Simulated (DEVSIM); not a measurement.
System: abrupt InP p-n junction, at 300 K.

Layer 1 from the left is InP, thickness (μm) 0.0360, Na (cm⁻³) 1.7e16, τn (s) 2.9e-8, τp (s) 2.9e-8. Layer 2 from the left is InP, thickness (μm) 0.790, Nd (cm⁻³) 7.5e14, τn (s) 2.9e-8, τp (s) 2.9e-8.

Left contact: ohmic. Right contact: ohmic. Voltage is applied to the left contact. Recombination: SRH at mid-gap. Mobility is constant in doping.

Constants are typed, rounded textbook-type inputs, not results; the design itself was drawn at random and stands for no fabricated device. Values at 300 K.

InP: gap (eV) 1.344, affinity (eV) 4.38, permittivity 12.5, Nc (cm⁻³) 5.7e17, Nv (cm⁻³) 1.1e19, μn (cm²/Vs) 5200, μp (cm²/Vs) 170.

DEVSIM, 1D drift-diffusion, Boltzmann statistics, complete ionisation; no tunnelling, impact ionisation, image-force lowering or self-heating.

Question: What does the simulation give for the dark forward voltage at 100 A/cm², the dark forward voltage at 1 A/cm²?

Answer: dark forward voltage at 100 A/cm² 0.922 V; dark forward voltage at 1 A/cm² 0.787 V.
